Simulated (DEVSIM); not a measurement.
Device: Schottky contact on p-type Si, at 350 K.

```
layer (left to right)  material  thickness (μm)  Na (cm⁻³)  τn (s)  τp (s)
---------------------  --------  --------------  ---------  ------  ------
1                            Si           0.650     7.6e15    1e-6    1e-6
```

Left contact: Schottky, work function 4.404 eV, emission velocity 7.2e6 cm/s. Right contact: ohmic. Voltage is applied to the left contact. Recombination: SRH at mid-gap, Auger. Gap narrowing is on: ΔEg = 6.92 meV × (l + √(l² + 0.5)), l = ln(N/1.3e17 cm⁻³), shared equally by both band edges. Mobility is constant in doping. Where it depends on doping, it is μmin + (μ − μmin)/(1 + (N/Nref)^α).

The device is made up for the run: typed textbook-type constants, with dimensions and the other settings drawn at random. Values at 300 K; Nc and Nv go as T^1.5, mobilities as T to minus their exponent, the gap by Varshni's rule with the affinity fixed. The table also holds parameters that only a changed run uses.

```
parameter               Si
----------------  --------
gap (eV)             1.124
affinity (eV)         4.05
permittivity          11.7
Nc (cm⁻³)          2.86e19
Nv (cm⁻³)           3.1e19
μn (cm²/Vs)           1417
μp (cm²/Vs)            470
μn,min                  52
μp,min                  45
Nref,n              9.7e16
Nref,p              2.2e17
αn                    0.68
αp                    0.72
T exponent of μn       2.3
T exponent of μp       2.2
Cn (cm⁶/s)         2.8e-31
Cp (cm⁶/s)         9.9e-32
Varshni α (eV/K)  0.000473
Varshni β (K)          636
```

Model (solved in DEVSIM): 1D drift-diffusion, Boltzmann statistics, complete ionisation; no tunnelling, impact ionisation, image-force lowering or self-heating. Metal contacts follow the ideal Schottky-Mott rule: no Fermi-level pinning, no interface dipoles.

Base results: largest field in the device at zero bias (V/cm) 33000; dark forward voltage at 100 A/cm² (V) 0.412; potential step across the device at zero bias (V) 0.499; dark forward voltage at 1 A/cm² (V) 0.246.

Q: What follows from this one change: thickness of layer 1 0.65 → 0.23 μm?

A: largest field in the device at zero bias little changed (35000 V/cm); dark forward voltage at 100 A/cm² 0.412 → 0.399 V; potential step across the device at zero bias little changed (0.499 V); dark forward voltage at 1 A/cm² little changed (0.244 V).

Q: What follows from this one change: metal work function 4.404 → 4.554 eV?

A: largest field in the device at zero bias 33000 → 27000 V/cm; dark forward voltage at 100 A/cm² 0.412 → 0.263 V; potential step across the device at zero bias 0.499 → 0.349 V; dark forward voltage at 1 A/cm² 0.246 → 0.098 V.

Q: What follows from this one change: temperature 350 → 300 K?

A: largest field in the device at zero bias little changed (35000 V/cm); dark forward voltage at 100 A/cm² 0.412 → 0.475 V; potential step across the device at zero bias 0.499 → 0.555 V; dark forward voltage at 1 A/cm² 0.246 → 0.335 V.
